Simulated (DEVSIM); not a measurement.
Device: Ti/La2O3/SiO2/p-Si capacitor, at 300 K.

Layer 1 from the left is La2O3, thickness (nm) 6.80. Layer 2 from the left is SiO2, thickness (nm) 0.540. Layer 3 from the left is Si, thickness (nm) 600, Na (cm⁻³) 4.6e16.

Metal gate on the left, work function 4.33 eV. Fixed charge at the semiconductor interface -7.3e10 cm⁻² (in units of +e); no interface traps.

The device is made up for the run: typed textbook-type constants, with dimensions and the other settings drawn at random. Values at 300 K.

La2O3: gap (eV) 5.8, affinity (eV) 1.8, permittivity 27. SiO2: gap (eV) 9, affinity (eV) 0.9, permittivity 3.9. Si: gap (eV) 1.124, affinity (eV) 4.05, permittivity 11.7, Nc (cm⁻³) 2.86e19, Nv (cm⁻³) 3.1e19.

Q: Estimate by hand the flat-band voltage, the threshold voltage, and compare with a numerical solution.

A: 
- Flat-band voltage: C = 2.27 μF/cm², work-function difference -0.676 V; VFB = φms − qNf/C = -0.67 V; numerical -0.67 V.
- Threshold voltage: φF = 0.395 V, depletion charge √(4εqNφF) = 1.10e-7 C/cm²; VT = VFB + 2φF + Qd/C = 0.17 V; numerical 0.17 V.

DEVSIM, 1D Poisson equation in equilibrium, Boltzmann statistics, complete ionisation; no quantum confinement or tunnelling. Metal contacts follow the ideal Schottky-Mott rule: no Fermi-level pinning, no interface dipoles.
